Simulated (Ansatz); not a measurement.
System: BeS (model structure, started from the rocksalt type, Fm-3m, No. 225, 2 atoms in the cell). Method: dielectric-dependent PBEsol hybrid (Ansatz, an electronic-structure program, plane waves, PAW).

Numerical settings: plane-wave cutoff 460 eV, 10×10×10 k mesh, Fermi–Dirac smearing 0.01 eV, scalar-relativistic PAW data made under PBE.

Cell (relaxed with PBEsol):

```
BeS
1.0
    0.00000     2.29492     2.29492
    2.29492     0.00000     2.29492
    2.29492     2.29492     0.00000
S Be
1 1
Direct
  0.00000   0.00000   0.00000
  0.50000   0.50000   0.50000
```

Question: Estimate the band gap, smallest direct gap on the k points sampled and direct gap at Γ that the calculation returns.

Answer: 
- band gap: 1.57 eV (indirect)
- smallest direct gap on the k points sampled: 5.05 eV
- direct gap at Γ: 6.69 eV

Note: the relaxation could raise the start's symmetry but not lower it, so the cell can be a saddle point.

The computed numbers hold no vibrational or temperature effects.

It cost roughly 120 core-seconds of CPU time.

A model structure was made by putting elements into a prototype or built by hand; it is no filed structure, need not be a known phase, and can be a saddle point held by its symmetry.
